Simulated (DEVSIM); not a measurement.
Structure: Pt/SiON/p-In0.53Ga0.47As capacitor, at 300 K.

```tsv
layer (left to right)	material	thickness (nm)	Na (cm⁻³)
1	SiON	2.80	-
2	In0.53Ga0.47As	4300	1.7e16
```

Metal gate on the left, work function 5.6 eV. Fixed charge at the semiconductor interface -3.8e11 cm⁻² (in units of +e); no interface traps.

Constants are typed, rounded textbook-type inputs, not results; the design itself was drawn at random and stands for no fabricated device. Values at 300 K.

| parameter | SiON | In0.53Ga0.47As |
|---|---|---|
| gap (eV) | 7 | 0.74 |
| affinity (eV) | 1.4 | 4.51 |
| permittivity | 5.5 | 13.9 |
| Nc (cm⁻³) | - | 2.1e17 |
| Nv (cm⁻³) | - | 7.7e18 |

DEVSIM, 1D Poisson equation in equilibrium, Boltzmann statistics, complete ionisation; no quantum confinement or tunnelling. Metal contacts follow the ideal Schottky-Mott rule: no Fermi-level pinning, no interface dipoles.

**Question.** Tabulate band edges, carrier densities and field at 0.9 V on the gate.

**Answer.** Energies count from the Fermi level of the right contact; mesh points crowd at the junctions.

```csv
x (μm),Ec (eV),Ev (eV),n (cm⁻³),p (cm⁻³),field (V/cm)
0.000,3.300,-3.700,< 1e2,< 1e2,220000
0.0009271,3.320,-3.680,< 1e2,< 1e2,220000
0.001945,3.342,-3.658,< 1e2,< 1e2,220000
0.002840,0.251,-0.489,1.3e13,4.7e10,37000
0.004847,0.258,-0.482,9.6e12,6.2e10,36000
0.008631,0.272,-0.468,5.7e12,1.1e11,35000
0.01637,0.299,-0.441,2.0e12,3.0e11,34000
0.04236,0.379,-0.361,9.0e10,6.6e12,28000
0.08745,0.483,-0.257,1.6e9,3.7e14,18000
0.1825,0.571,-0.169,5.3e7,1.1e16,2900
0.3827,0.582,-0.158,3.5e7,1.7e16,≈ 0
1.055,0.582,-0.158,3.5e7,1.7e16,≈ 0
2.153,0.582,-0.158,3.5e7,1.7e16,≈ 0
3.317,0.582,-0.158,3.5e7,1.7e16,≈ 0
3.935,0.582,-0.158,3.5e7,1.7e16,≈ 0
4.135,0.582,-0.158,3.5e7,1.7e16,≈ 0
4.224,0.582,-0.158,3.5e7,1.7e16,≈ 0
4.266,0.582,-0.158,3.5e7,1.7e16,≈ 0
4.290,0.582,-0.158,3.5e7,1.7e16,≈ 0
4.297,0.582,-0.158,3.5e7,1.7e16,≈ 0
4.301,0.582,-0.158,3.5e7,1.7e16,≈ 0
4.303,0.582,-0.158,3.5e7,1.7e16,≈ 0
```
